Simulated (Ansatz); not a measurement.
The structure below was relaxed with Ansatz (a quantum-chemistry and plane-wave program), PBEsol, PAW, cutoff 420 eV, no SOC, earlier PAW set.

```xyz
2
Lattice="0.0000 2.7530 2.7530 2.7530 0.0000 2.7530 2.7530 2.7530 0.0000" Properties=species:S:1:pos:R:3 pbc="T T T"
Ir     2.7530     2.7530     2.7530
Ir     4.1296     4.1296     4.1296
```

Problem. Find the space group and the Wyckoff positions.

Solution. Space group Fd-3m, origin choice 1 (No. 227); a = 5.506 Å, b = 5.506 Å, c = 5.506 Å, α = 90.00°, β = 90.00°, γ = 90.00°

| atom | site | symmetry | x | y | z |
|---|---|---|---|---|---|
| Ir | 8a | -43m | 0.0000 | 0.0000 | 0.0000 |

Problem. Describe the coordination.

Solution. The crystal has 8 atoms in its conventional cell. Conventional cell: a = 5.5061 Å, b = 5.5061 Å, c = 5.5061 Å, α = 90.00°, β = 90.00°, γ = 90.00°. Ir is coordinated by 4 Ir at 2.384 Å (tetrahedral). (Neighbours: up to the widest gap in distance over summed covalent radii, below 1.35, at either atom.)

No phonon test of stability was made. All final runs are without spin polarisation. The cell was made from Ge by this change: Ge → Ir; the result is a hypothetical phase, not in the database extracts checked.
